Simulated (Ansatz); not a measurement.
The parent structure is BeTe in the zinc blende structure (space group F-43m, No. 216; a = 5.6046 Å). Axes: x, y, z lie along the cube axes.

Modification: uniaxial stress, 2 GPa tension along z; all other stress components relax to zero.

Levels (all Ansatz, a first-principles code, PAW, earlier PAW set): PBEsol (420 eV, no spin-orbit coupling); r2SCAN (500 eV, without spin-orbit coupling).

The geometry is relaxed with PBEsol.

| Property | Value |
|---|---|
| PBEsol band gap | 1.73 eV |
| PBEsol pressure | -0.66 GPa |
| PBEsol width of the top valence band | 3.32 eV |

With r2SCAN at the same geometry, the band gap increases by 0.47 eV to 2.20 eV; the pressure increases by 1.68 GPa, from -0.66 GPa to 1.02 GPa; the width of the top valence band goes up by 0.07 eV, from 3.32 eV to 3.39 eV.

Single points use the geometry relaxed with PBEsol. Their cutoffs differ, which shifts pressures a little. Spin-orbit coupling, missing from the scalar runs, can matter with Te. Load acts through the strain it causes; cell and atoms are relaxed under it. Stability under load was not tested beyond the relaxation.
